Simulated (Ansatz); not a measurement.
## CdTe: pressure series

The parent structure is CdTe in the zinc blende structure (space group F-43m, No. 216; a = 6.618 Å).

Cell and atoms are relaxed at each pressure.

Computed with PBE (Ansatz, a quantum-chemistry and plane-wave program; PAW; 420 eV plane waves; without spin-orbit coupling).

Computed cases, in order: pressure −2 GPa; pressure −1 GPa; 0 GPa (base); pressure 1.8 GPa; pressure 4.2 GPa; pressure 9 GPa; pressure 18 GPa; pressure 30 GPa; pressure 45 GPa; pressure 60 GPa.

Between which two neighbouring cases does the gap turn between direct and indirect?

Between pressure 30 GPa (1.68 eV, direct at Γ) and pressure 45 GPa (1.49 eV, indirect, Γ → X). The whole series: pressure −2 GPa: 0.39 eV, direct at Γ; pressure −1 GPa: 0.50 eV, direct at Γ; 0 GPa (base): 0.59 eV, direct at Γ; pressure 1.8 GPa: 0.72 eV, direct at Γ; pressure 4.2 GPa: 0.87 eV, direct at Γ; pressure 9 GPa: 1.10 eV, direct at Γ; pressure 18 GPa: 1.41 eV, direct at Γ; pressure 30 GPa: 1.68 eV, direct at Γ; pressure 45 GPa: 1.49 eV, indirect, Γ → X; pressure 60 GPa: 1.25 eV, indirect, Γ → X.

Spin-orbit coupling, missing from the scalar runs, can matter with Te. Load acts through the strain it causes; cell and atoms are relaxed under it. Whether these cells are dynamically stable was not tested. Measured, CdTe leaves this structure (for cinnabar) near 3.53 GPa (temperature not stated; as listed in Datta, Sujoy, Jana, Debnarayan, arXiv (2020)), on rising pressure, with hysteresis.
